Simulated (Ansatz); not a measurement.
Base system: AlN (space group Pm-3n, No. 223; a = 5.344 Å; a hypothetical phase, not in the database extracts checked).

The values are results of Kohn–Sham DFT with the PBEsol functional, run in Ansatz (an electronic-structure program) with PAW and 420 eV plane waves, no SOC, not measurements.

Base values:

```
Property                 Result
---------------  --------------
Volume per atom        12.72 Å³
Electron mass    0.33 mₑ (at Γ)
```

Now apply this change: a hydrostatic pressure of 0.3 GPa.

Task: Estimate the effect on the volume per atom.

Result: The volume per atom shrinks by 0.022 Å³ to 12.69 Å³.

Task: What happens to the electron mass?

Result: The electron mass remains 0.33 mₑ (at Γ).

The levels and masses belong to the bands next to the band gap. Load acts through the strain it causes; cell and atoms are relaxed under it. Effective masses come from finite differences of ±0.01 Å⁻¹. Whether these cells are dynamically stable was not tested.
